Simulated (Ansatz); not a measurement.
Data:

```yaml
crystal:
  lattice:
    - [0.00000, 2.29601, 2.29601]
    - [2.29601, 0.00000, 2.29601]
    - [2.29601, 2.29601, 0.00000]
  atoms:
    - { symbol: C, position: [0.75000, 0.75000, 0.75000] }
    - { symbol: Si, position: [0.00000, 0.00000, 0.00000] }
```

A single point on SiC with a change (isotropic strain +5.41 %), its geometry relaxed with r2SCAN.

Method: Ansatz (an electronic-structure program) HSE06, with spin-orbit coupling. Settings: 8×8×8 k-points, 0.01 eV Fermi–Dirac smearing.

### Question
Predict the band gap and valence-band top at Γ.

### Answer
Band gap: 2.29 eV
Valence-band top at Γ (three highest Kramers pairs, from the VBM): 0.00, 0.00, -0.02 eV

Single points use the geometry relaxed with r2SCAN. HSE06 gaps are upper bounds (no full band path). Whether these cells are dynamically stable was not tested. The cell was made from SiC in the zinc blende structure (space group F-43m, No. 216) by this change: isotropic strain +5.41 %.
